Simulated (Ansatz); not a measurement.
TlBr under a change: isotropic strain −2.50 %

Base system: TlBr in the CsCl type structure (space group Pm-3m, No. 221; a = 4.053 Å).

Now apply this change: the cell is scaled by 0.9750 in all directions, atoms relaxed at fixed cell.

Level of theory: PBE in Ansatz (plane waves to 420 eV, PAW, no SOC). Γ-centred 8×8×8 mesh, Fermi–Dirac width 0.05 eV.

| quantity | base | changed | shift |
|---|---|---|---|
| volume per atom | 33.29 Å³ | 30.86 Å³ | -2.435 Å³ |
| space group | Pm-3m (No. 221) | Pm-3m (No. 221) | – |
| shortest interatomic distance | 6.633 bohr | 6.467 bohr | -0.166 bohr |
| energy relative to the base (free energy F) | 0 meV/atom | +13 meV/atom | +13 meV/atom |
| pressure | -0.01 GPa | 1.81 GPa | +1.814 GPa |
| band gap | 1.99 eV | 1.80 eV | -0.197 eV |
| gap character | direct at X | direct at X | – |
| mean gap deformation potential ΔEg/Δln V | – | +2.6 eV | – |
| width of the top valence band | 1.68 eV | 2.05 eV | +0.37 eV |
| electron mass | 0.18 mₑ along k, 0.24 mₑ across (at X) | 0.15 mₑ along k, 0.22 mₑ across (at X) | – |
| hole mass | 0.31 mₑ along k, 0.52 mₑ across (at X) | 0.24 mₑ along k, 0.46 mₑ across (at X) | – |
| valley order (the lowest conduction-band minima on the path, energy above the VBM, named in the base's zone) | X along ⟨100⟩ 1.99 eV; R along ⟨111⟩ 2.35 eV | X along ⟨100⟩ 1.80 eV; R along ⟨111⟩ 2.05 eV | – |

Spin-orbit coupling, missing from the scalar runs, can matter with Tl. Masses are band curvatures over ±0.01 Å⁻¹ around the edge. Along k means along the line from Γ to the band edge. Stability against distortions was not tested.

Ansatz is an electronic-structure program.
